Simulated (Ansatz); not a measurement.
Consider the reaction energy. Reaction: Hf (hcp) + O2 (gas) → HfO2 (P2₁/c). A negative value means that the right-hand side lies lower.

HfO2 (P2₁/c), 96 atoms in the cell, the relaxed perfect crystal repeated, atoms not moved again, k-point mesh 2×2×2 on the run's own vectors.

Hf (hcp, P6₃/mmc), 2 atoms in the cell, k-point mesh 24×24×12 on the run's own vectors. Conventional cell: a = b = 3.2045 Å, c = 5.0723 Å, α = β = 90.00°, γ = 120.00°.

An isolated O2 molecule (triplet) in a box of 11 × 11 × 13 Å.

Plane-wave PAW calculations with Ansatz (an electronic-structure program), its default PAW set, cutoff 420 eV, 500 eV for r2SCAN. The structures are at rest with PBE; other levels are single points on them. Neutral cells; Fermi-Dirac smearing of at most 0.10 eV in the solids, energies taken to zero width. The lattices are those relaxed with PBE, so at other levels the solids can be strained, which adds to the spread. A dispersion term (D3(BJ), or D4 for r2SCAN) was computed beside these levels and is taken off wherever the name lacks it. Nuclei at rest; no vibrational terms. The structures are the rest points that the relaxations reached, not proven lowest. The runs are scalar-relativistic, without spin-orbit coupling.

**Question.** What is the computed value (r2SCAN)?

**Answer.** -11.40 eV, for Hf (hcp) + O2 (gas) → HfO2 (P2₁/c).

**Question.** List the value at the remaining levels and say how far they part.

**Answer.** 
```csv
Method,value (eV),less r2SCAN
PBE,-10.38,1.02
```

The levels shown span 1.02 eV, from r2SCAN (-11.40) to PBE (-10.38).
